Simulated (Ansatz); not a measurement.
We consider LaHfNO2 (model structure, started from the LaTiNO2 type, I2₁2₁2₁, No. 24, 10 atoms in the cell), described by r²SCAN (Ansatz, a quantum-chemistry and plane-wave program, PAW).

Settings: plane-wave cutoff 560 eV, 8×8×8 k mesh, Fermi–Dirac smearing 0.01 eV, scalar-relativistic PAW data made under PBE.

Cell (relaxed with PBEsol):

Space group I2₁2₁2₁ (No. 24); a = 5.828 Å, b = 5.830 Å, c = 8.051 Å, α = β = γ = 90.00°

```tsv
atom	site	symmetry	x	y	z
La	4b	.2.	0.2500	0.5208	0.0000
Hf	4a	2..	0.2650	0.0000	0.2500
N	4c	..2	0.0000	0.2500	0.6869
O	4b	.2.	0.2500	0.1067	0.0000
O	4c	..2	0.0000	0.2500	0.3075
```
(The calculation used a cell of 10 atoms; values per cell refer to that cell.)

Estimate the band gap, smallest direct gap on the k points sampled and Γ–Γ gap that the calculation returns.


- band gap: 2.90 eV
- smallest direct gap on the k points sampled: 3.12 eV
- Γ–Γ gap: 3.30 eV

Note: the relaxation could raise the start's symmetry but not lower it, so the cell can be a saddle point; cell and atoms aren't relaxed at this level (largest force component 0.15 eV/Å, pressure 3.3 GPa).

Spin–orbit coupling is not included.

Computed values are for the static lattice.

Cost on a shared machine: around 2.8 core-minutes (rough).

A model structure was made by putting elements into a prototype or built by hand; it is no filed structure, need not be a known phase, and can be a saddle point held by its symmetry.
